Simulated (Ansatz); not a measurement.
The starting structures come from a database of crystals and need not be the phases stable at ambient conditions.

Here is the system:

```xyz
5
Lattice="4.5610 0.0000 0.0000 0.0000 4.5611 -0.0034 0.0000 0.0053 4.5611" Properties=species:S:1:pos:R:3 pbc="T T T"
K      2.2805     0.0000     0.0000
Hg     0.0000     2.2832     2.2788
F      0.0000     0.0026     2.2805
F      0.0000     2.2805    -0.0017
F      2.2805     2.2832     2.2788
```

Space group of this cell: Cmmm, cubic perovskite. The cell was relaxed by PBE-D3(BJ); by r2SCAN its mean pressure is -1.6 GPa.

Transport runs along the normal of the first two printed cell vectors.

The gap is the functional's own, uncorrected, and κ follows it; spin-orbit coupling is left out. Mid-gap values are interpolated between the computed energies.

Estimate the band gap and the smallest decay constant κ at mid-gap that r2SCAN (Ansatz, a program for electronic structure) returns for this system.

Gap 1.10 eV on a 8×8×8 mesh; κ = 0.228 1/Å, at the zone centre.
